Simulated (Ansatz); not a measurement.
Base system: TiSi$_{2}$ (space group Fddd, No. 70).

```
CELL_PARAMETERS angstrom
      0.00000     4.11477     4.26030
      2.38957     0.00000     4.26030
      2.38957     4.11477     0.00000
ATOMIC_POSITIONS crystal
  Si 0.66253 0.33747 0.66253
  Si 0.33747 0.66253 0.33747
  Si 0.58747 0.91253 0.58747
  Si 0.91253 0.58747 0.91253
  Ti 0.00000 0.00000 0.00000
  Ti 0.25000 0.25000 0.25000
```

Cartesian axes are those of the cell as printed.

All numbers come from r2SCAN (Ansatz, a program for electronic structure), without spin-orbit coupling.

For the base:

```
Quantity                         Value
-----------------------------  -------
Shortest interatomic distance  2.519 Å
```

It is then changed as follows: uniaxial strain ε_zz = +1.07 %, all other strain components held at zero; the atoms relax in the strained cell.

**Question.** Predict the new energy relative to the base and shortest interatomic distance.

**Answer.** The energy rises by 2.0 meV/atom; the shortest interatomic distance grows by 0.017 Å to 2.536 Å.

Without a gap, meshes like the base's 13×13×13 leave anisotropic stresses uncertain by several tenths of a GPa, and small strain energies with them. Stability against distortions was not tested. The final runs are not spin-polarised.
